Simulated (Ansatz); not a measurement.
## Ta: pressure series

Base system: Ta in the bcc (W type) structure (space group Im-3m, No. 229).

```xyz
1
Lattice="-1.6524 1.6524 1.6524 1.6524 -1.6524 1.6524 1.6524 1.6524 -1.6524" Properties=species:S:1:pos:R:3 pbc="T T T"
Ta     0.0000     0.0000     0.0000
```

Cell and atoms are relaxed at each pressure.

Method: Kohn–Sham DFT with the r2SCAN functional, run in Ansatz (a program for electronic structure) with PAW and 500 eV plane waves, scalar-relativistic without spin-orbit coupling.

| pressure (GPa) | volume per atom (Å³/atom) |
|---|---|
| -2 | 18.229 |
| -1 | 18.137 |
| 0 | 18.048 |
| 0.9 | 17.971 |
| 4.5 | 17.671 |
| 9 | 17.328 |
| 15 | ? |
| 22.5 | 16.449 |
| 30 | 16.035 |

Problem. Fit the third-order Birch–Murnaghan form P(V) = (3B₀/2)[(V₀/V)^(7/3) − (V₀/V)^(5/3)]·[1 + (3/4)(B₀′ − 4)((V₀/V)^(2/3) − 1)] (squares taken in P) to the rows shown and predict the withheld row.

Solution. Least squares on the printed values gives V₀ = 18.049 Å³/atom, B₀ = 205 GPa, B₀′ = 3.6; this predicts 16.912 Å³/atom, and the run gives 16.913 Å³/atom, in agreement.

Measured bulk modulus of Ta: 198 GPa (static lattice; corrected from measurement; as listed in H. Levämäki et al., Physical Review B (2014)); the computed value is 4 % above it.

Load acts through the strain it causes; cell and atoms are relaxed under it. Whether these cells are dynamically stable was not tested. Competing high-pressure phases were not computed. All final runs are without spin polarisation.
